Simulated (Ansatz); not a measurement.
Results of r²SCAN (Ansatz, a quantum-chemistry and plane-wave program, plane waves, PAW) for CsSnI3 (P4/mbm, No. 127, 10 atoms in the cell; start COD 4117958; high-temperature phase).

Settings: plane-wave cutoff 560 eV, 4×4×6 k mesh (along the axes of the cell as run), Fermi–Dirac smearing 0.01 eV, scalar-relativistic PAW data made under PBE.

Cell (relaxed at this level):

```
CsSnI3
1.0
    8.68235     0.00000     0.00000
    0.00000     8.68235     0.00000
    0.00000     0.00000     6.30598
Cs I Sn
2 6 2
Direct
  0.00000   0.50000   0.00000
  0.50000   0.00000   0.00000
  0.30072   0.19928   0.50000
  0.69928   0.80072   0.50000
  0.19928   0.69928   0.50000
  0.80072   0.30072   0.50000
  0.50000   0.50000   0.00000
  0.00000   0.00000   0.00000
  0.50000   0.50000   0.50000
  0.00000   0.00000   0.50000
```

Question: Estimate the band gap, Γ–Γ gap and bulk modulus B0 that the calculation returns.

Answer: 
- band gap = 0.62 eV (on the SCF k mesh)
- Γ–Γ gap = 1.98 eV
- bulk modulus B0 = 16.9 GPa

Note: the relaxation could not lower the start's symmetry, so the cell can be a saddle point above a distorted one; the bulk modulus is −V dP/dV from two relaxed cells at ±2 % in volume.

Spin–orbit coupling is not included; with these elements it can move the gap by several tenths of an eV or more.
